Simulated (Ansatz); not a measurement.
The reference is ZnCu in the CsCl type structure (space group Pm-3m, No. 221; a = 2.908 Å; relaxed with 0.1 eV smearing). Axes: x, y, z lie along the cube axes.

Structures relaxed with PBEsol in Ansatz (plane waves to 420 eV, PAW, no SOC).

Base:

Simulated powder pattern, Mo Kα, λ = 0.71073 Å (kinematic, ideal powder, no thermal factors, no anomalous dispersion; the 14 strongest lines at most, above 2 %, up to 2θ = 40°):

```tsv
2θ (°)	I/Imax (%)	hkl
19.90	100	(110)
28.29	17	(200)
34.83	33	(211)
```

After one change:

Simulated powder pattern, Mo Kα, λ = 0.71073 Å (kinematic, ideal powder, no thermal factors, no anomalous dispersion; the 14 strongest lines at most, above 2 %, up to 2θ = 40°):

```csv
2θ (°),I/Imax (%)
19.61,100
19.90,48
27.45,9.0
28.29,16
34.14,17
34.66,32
39.83,9.4
```

Q: Which change produced these results?
A. uniaxial strain ε_zz = +1.50 %
B. uniaxial strain ε_zz = +2.00 %
C. uniaxial strain ε_zz = +3.00 %
D. uniaxial strain ε_zz = −1.50 %

A: C, uniaxial strain ε_zz = +3.00 %. Its volume per atom is 12.67 Å³ against 12.30 Å³, and its space group is P4/mmm (No. 123).

Stability against distortions was not tested. The final runs are not spin-polarised.

Ansatz is an electronic-structure program.
